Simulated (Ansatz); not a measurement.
Model: Si(111) 1x1 surface, 6 top atoms, 3 bilayers, bottom bilayer H-capped and fixed, every top atom capped by H; cell 11.5 x 6.6 Å; two neighbouring H replaced by OH; about 7 Å thick over the host's atoms, 18 atoms held. Method: PBE-D3(BJ) (plane waves to 420 eV, PAW; Ansatz, an electronic-structure program). k mesh 1 x 2 x 1. The slab states were run without spin polarisation. A thicker slab, a larger cell or a denser mesh can move such energies by a tenth of an eV or more. No zero-point or entropy terms are included. Each state was relaxed from one prepared geometry.

End state of this step: GeH4 exchanges a ligand with a surface O-H group and H2 forms. Atoms near the product:

```
atom    x (Å)  y (Å)   z (Å)
------  -----  -----  ------
H(29)   3.834  6.620  10.983
O(46)   5.399  3.427  11.168
H(47)   3.732  5.090  13.486
O(48)   2.023  3.442  11.191
H(49)   2.939  3.483  11.522
Ge(a0)  6.250  2.589  12.531
H(a1)   3.012  5.130  13.277
H(a2)   5.873  3.415  13.767
H(a3)   7.759  2.612  12.247
H(a4)   5.697  1.158  12.601
```

Problem. What energy does it take to move H2 into the gas, one a cell, with the surface relaxed behind it, and what are its closest contacts before it leaves?

Solution. 0.07 eV. Its closest contacts to the rest of the cell: H(a1)...H(49) 2.41 Å, H(47)...H(49) 2.66 Å, H(47)...H(a2) 2.73 Å.
